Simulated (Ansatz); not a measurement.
## Refining one setting for SnSe2 (P-3m1, 3 atoms in the cell)

```
CELL_PARAMETERS angstrom
      3.78350     0.00000     0.00000
     -1.89175     3.27661     0.00000
      0.00000     0.00000     6.38729
ATOMIC_POSITIONS crystal
  Sn 0.00000 0.00000 0.00000
  Se 0.66667 0.33333 0.75710
  Se 0.33333 0.66667 0.24290
```

Computed with HSE06 (plane waves, PAW; Ansatz, a first-principles code).

The starting cell comes from a database of computed structures (which also holds hypothetical and non-ambient phases and stackings), without a prior relaxation at this level. Its lattice was rescaled by a random factor within 2.5 % of one. Ansatz's pressure includes its estimate of the finite-basis (Pulay) stress.

Held fixed: basis.ecutwfc = 420 eV; hamiltonian.xc = hse06; hamiltonian.pseudopotentials = {kind: paw}, with the files named one by one; scf.occupations.method = fixed.

ΔF is the free energy per atom less that of the last row (8 8 4).

The series runs over kpoints.mp_grid.grid = 4 4 2; 5 5 3; 6 6 3; 7 7 4; 8 8 4.

Question: From which setting on does the largest force stay within 0.02 eV/Å of the last one?

Answer: From kpoints.mp_grid.grid = 6 6 3 on; the one before it is off by 0.025 eV/Å. The value it settles on is 0.230 eV/Å at this level of theory and with the other settings as held.

Question: From which setting on does the gap on the mesh stay within 0.02 eV of the last one?

Answer: Only the last setting itself: the one before it still differs by 0.062 eV, so the series does not show convergence to this tolerance.

```tsv
kpoints.mp_grid.grid	ΔF (meV/atom)	pressure (GPa)	largest force (eV/Å)	gap on the mesh (eV)	k-points
4 4 2	32.2	2.79	0.193	1.556	8
5 5 3	10.1	2.56	0.205	1.577	12
6 6 3	3.5	2.49	0.216	1.462	17
7 7 4	0.71	2.45	0.228	1.528	28
8 8 4	0.00	2.44	0.230	1.466	35
```

Gaps are taken between levels on the mesh.

Keys are those of Ansatz 0.2.
